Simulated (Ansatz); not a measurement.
Crystal: BN (P6_3mc, wurtzite, 4 atoms a cell, 6.0 Å³ an atom, -5 GPa at this level); planes in its conventional cell.

Computed with r2SCAN (plane waves, PAW; Ansatz, an electronic-structure program).

The gap is the functional's own. No spin-orbit coupling. Mid-gap values are interpolated on the energy grid.

```csv
plane,area of the cell (Å²),mid-gap κ (1/Å),largest κ in the gap (1/Å)
(100),10.8,0.44,0.44
(001),5.6,___,___
(110),18.7,___,___
```

**Question.** The slowest decay depends on the direction. Supply the withheld values.

**Answer.** 
- (001), mid-gap κ (1/Å): 0.37
- (001), largest κ in the gap (1/Å): 0.39
- (110), mid-gap κ (1/Å): 0.40
- (110), largest κ in the gap (1/Å): 0.40
